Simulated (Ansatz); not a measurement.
Pb, response to strain

The reference is Pb in the fcc (Cu type) structure (space group Fm-3m, No. 225; relaxed with 0.1 eV smearing).

```yaml
crystal:
  lattice:
    - [0.00000, 2.46707, 2.46707]
    - [2.46707, 0.00000, 2.46707]
    - [2.46707, 2.46707, 0.00000]
  atoms:
    - { symbol: Pb, position: [0.00000, 0.00000, 0.00000] }
```

Cartesian axes are those of the cell as printed.

Strains are applied to the cell and any free atomic positions relax; under biaxial strain the out-of-plane vector relaxes too.

Computed with plane-wave PAW DFT at the PBEsol level (Ansatz, an electronic-structure program, 420 eV), without spin-orbit coupling.

Candidates:
(a) biaxial strain +1.25 %, plane normal [111], relaxed out of plane
(b) biaxial strain −0.83 %, plane normal [111], relaxed out of plane
(c) biaxial strain +0.42 %, plane normal [111], relaxed out of plane
(d) biaxial strain −2.08 %, plane normal [111], relaxed out of plane
(e) biaxial strain +1.67 %, plane normal [111], relaxed out of plane

Q: Order them by out-of-plane strain, lowest first.

A: (e) biaxial strain +1.67 %, plane normal [111], relaxed out of plane (-1.56 %), (a) biaxial strain +1.25 %, plane normal [111], relaxed out of plane (-1.15 %), (c) biaxial strain +0.42 %, plane normal [111], relaxed out of plane (-0.39 %), (b) biaxial strain −0.83 %, plane normal [111], relaxed out of plane (+0.75 %), (d) biaxial strain −2.08 %, plane normal [111], relaxed out of plane (+1.92 %)

No phonon test of stability was made.
